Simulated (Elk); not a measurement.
Worked example: self-consistent single point of FeCo (Pm-3m, 2 atoms in the cell) in Elk

Method: PBE, all-electron FP-LAPW, Elk's shipped species files, APW+lo basis with extra local orbitals in Elk 10.2.4.

Input:

```
tasks
  0

xctype
  20

spinpol
  .true.

reducebf
  0.8

tforce
  .true.

rgkmax
  8.0

gmaxvr
  18.0

lmaxapw
  10

lmaxo
  8

nxlo
  2

lorbcnd
  .true.

lradstp
  2

nrmtscf
  2.0

rmtscf
  0.92

lmaxi
  4

nempty
  12

stype
  0

swidth
  0.00367493

maxscl
  100

avec
    5.4186384843    0.0000000000    0.0000000000
    0.0000000000    5.4186384843    0.0000000000
    0.0000000000    0.0000000000    5.4186384843

atoms
  2
  'Fe.in'
  1
  0.0000000000  0.0000000000  0.0000000000    0.0 0.0 -2.0
  'Co.in'
  1
  0.5000000000  0.5000000000  0.5000000000    0.0 0.0 -1.5

ngridk
  9 9 9
```

Output (repeated stretches shortened):

```
│ Elk code version 10.2.4 │

All units are atomic (Hartree, Bohr, etc.)

│ Ground-state run starting from atomic densities │

Lattice vectors :
   5.418638484       0.000000000       0.000000000
   0.000000000       5.418638484       0.000000000
   0.000000000       0.000000000       5.418638484

Unit cell volume      :    159.1001288
Brillouin zone volume :    1.559082417

Muffin-tin inner radius fraction :   0.1000000000E-01

Nuclei treated as point charges

Species :    1 (Fe)
 parameters loaded from : Fe.in
 name : iron
 nuclear charge    :   -26.00000000
 electronic charge :    26.00000000
 atomic mass :    101799.2074
 muffin-tin radius :    2.208000000
 number of radial points in muffin-tin :    999
 atomic positions (lattice), magnetic fields (Cartesian) :
   1 :   0.00000000  0.00000000  0.00000000    0.00000000  0.00000000 -2.00000000

Species :    2 (Co)
 parameters loaded from : Co.in
 name : cobalt
 nuclear charge    :   -27.00000000
 electronic charge :    27.00000000
 atomic mass :    107428.6517
 muffin-tin radius :    2.208000000
 number of radial points in muffin-tin :    999
 atomic positions (lattice), magnetic fields (Cartesian) :
   1 :   0.50000000  0.50000000  0.50000000    0.00000000  0.00000000 -1.50000000

Total number of atoms per unit cell :    2

Spin treatment :
 spin-polarised
 global magnetic field (Cartesian) :    0.000000000       0.000000000       0.000000000
 collinear magnetisation in z-direction

Number of Bravais lattice symmetries :   48
Number of crystal symmetries         :   48
Crystal has inversion symmetry
Real symmetric eigensolver will be used

k-point grid :      9     9     9
k-point offset :    0.000000000       0.000000000       0.000000000
k-point set is reduced with full crystal symmetry group
Total number of k-points :       35

Muffin-tin radius times maximum |G+k| :    8.000000000
 using average radius
   [... lines left out ...]
 potential will be trimmed for |G| > 2 gkmax
Constant for pseudocharge density :   10
Radial integration step length :    2

G-vector grid sizes :     32    32    32
Number of G-vectors :    15515

Maximum angular momentum used for
 APW functions                      :   10
 outer part of muffin-tin           :    8
 inner part of muffin-tin           :    4

Total nuclear charge    :   -53.00000000
Total core charge       :    22.00000000
Total valence charge    :    31.00000000
Total excess charge     :    0.000000000
Total electronic charge :    53.00000000

Effective Wigner radius, rₛ :   0.8948879994

Number of empty states         :   24
Total number of valence states :   80
Total number of core states    :   22

Conduction state local-orbitals added automatically
Total number of local-orbitals :  229

Exchange-correlation functional :     20     0     0
 Perdew-Burke-Ernzerhof, Phys. Rev. Lett. 77, 3865 (1996)
 gradient requirement :    1
 generalised gradient approximation (GGA)

Smearing type :    0
 Gaussian
Smearing width :   0.3674930000E-02
Effective electronic temperature (K) :    1160.451112

Mixing type :    3
 Broyden mixing, J. Phys. A: Math. Gen. 17, L317 (1984)

Kohn-Sham potential initialised from atomic data
│ Self-consistent loop started │
│ Loop number : 1 │
 total energy                :     -2666.76351628
 total moment                :    4.867017857
│ Loop number : 2 │
 total energy                :     -2667.06887745
 total moment                :    4.864841430
RMS change in Kohn-Sham potential (target) :    5.300281549     (  0.1000000000E-05)
Absolute change in total energy (target)   :   0.3053611646     (  0.1000000000E-03)
│ Loop number : 3 │
 total energy                :     -2663.98686145
 total moment                :    3.368611757
RMS change in Kohn-Sham potential (target) :    2.866030415     (  0.1000000000E-05)
Absolute change in total energy (target)   :    3.005675705     (  0.1000000000E-03)
│ Loop number : 4 │
 total energy                :     -2664.90432968
 total moment                :   0.8105968073
RMS change in Kohn-Sham potential (target) :    2.299289547     (  0.1000000000E-05)
Absolute change in total energy (target)   :   0.1660493004     (  0.1000000000E-03)
│ Loop number : 5 │
 total energy                :     -2669.79873267
   [... lines left out ...]
 total moment                :    4.560233933
RMS change in Kohn-Sham potential (target) :   0.1475922779E-04 (  0.1000000000E-05)
Absolute change in total energy (target)   :   0.6125167147E-04 (  0.1000000000E-03)
│ Loop number : 30 │
 total energy                :     -2666.31825822
 total moment                :    4.559881467
RMS change in Kohn-Sham potential (target) :   0.1099725451E-04 (  0.1000000000E-05)
Absolute change in total energy (target)   :   0.5013020564E-04 (  0.1000000000E-03)
│ Loop number : 31 │
 total energy                :     -2666.31827025
 total moment                :    4.559451740
RMS change in Kohn-Sham potential (target) :   0.5955195173E-05 (  0.1000000000E-05)
Absolute change in total energy (target)   :   0.2456734910E-04 (  0.1000000000E-03)
│ Loop number : 32 │
 total energy                :     -2666.31819415
 total moment                :    4.558952957
RMS change in Kohn-Sham potential (target) :   0.6934250842E-06 (  0.1000000000E-05)
Absolute change in total energy (target)   :   0.6996007551E-04 (  0.1000000000E-03)
Convergence targets achieved

│ Loop number : 33 │

Energies :
 Fermi                       :     0.350551149511
 sum of eigenvalues          :     -1538.67109638
 electron kinetic            :      2704.06733481
 core electron kinetic       :      2428.88125046
 Coulomb                     :     -5254.70138326
 Coulomb potential           :     -4092.57442173
 nuclear-nuclear             :     -375.001361131
 electron-nuclear            :     -5666.82562253
 Hartree                     :      787.125600403
 Madelung                    :     -3208.41417240
 xc potential                :     -149.917676932
 xc effective B-field        :    -0.246324101462
 external B-field            :      0.00000000000
 exchange                    :     -113.217503401
 correlation                 :     -2.46664112598
 total energy                :     -2666.31819297
 (external B-field energy excluded from total)

Density of states at Fermi energy :    39.27394409
 (states/Hartree/unit cell)

Estimated indirect band gap :   0.8750635182E-03
 from k-point     11 to k-point     19
Estimated direct band gap   :   0.7184314995E-02
 at k-point      8

Charges :
 core                        :    22.00000000
 valence                     :    31.00000000
 interstitial                :    2.672369544
 muffin-tins (core leakage)
  species :    1 (Fe)
   atom    1                 :    24.56677105     (  0.1524824711E-10)
  species :    2 (Co)
   atom    1                 :    25.76085940     (  0.1254432940E-02)
 total in muffin-tins        :    50.32763046
 total calculated charge     :    52.99878030
 total charge                :    53.00000000
 error                       :   0.1219696344E-02

Moments :
 interstitial                :  -0.1072396359
 muffin-tins
  species :    1 (Fe)
   atom    1                 :    2.838598923
  species :    2 (Co)
   atom    1                 :    1.827568115
 total in muffin-tins        :    4.666167038
 total moment                :    4.558927402

│ Self-consistent loop stopped │

Forces :
 species :    1 (Fe)
  atom :    1
   Hellmann-Feynman          :     0.00000000   -0.00000000    0.00000000
   IBS                       :    -0.00000000    0.00000000    0.00000000
   total force               :    -0.00000000    0.00000000    0.00000000
   total magnitude           :     0.00000000
 species :    2 (Co)
  atom :    1
   Hellmann-Feynman          :     0.00000000   -0.00000000    0.00000000
   IBS                       :    -0.00000000    0.00000000    0.00000000
   total force               :     0.00000000   -0.00000000    0.00000000
   total magnitude           :     0.00000000
```

The run converged in 33 iterations. The count includes the last loop, which Elk runs after its targets are met.

The starting cell comes from a database of computed structures (which also holds hypothetical and non-ambient phases and stackings), without a prior relaxation at this level. Its lattice was rescaled by a random factor within 2.5 % of one. The magnetic order is the one reached from the typed start; others were not searched systematically. Values depend on the basis (sphere radii, cutoffs, local orbitals), which need not be converged. The log's line on a gap gives a spacing of levels on this mesh, which the program prints for metals too.

Cost on one core of a shared machine: roughly 2 min.
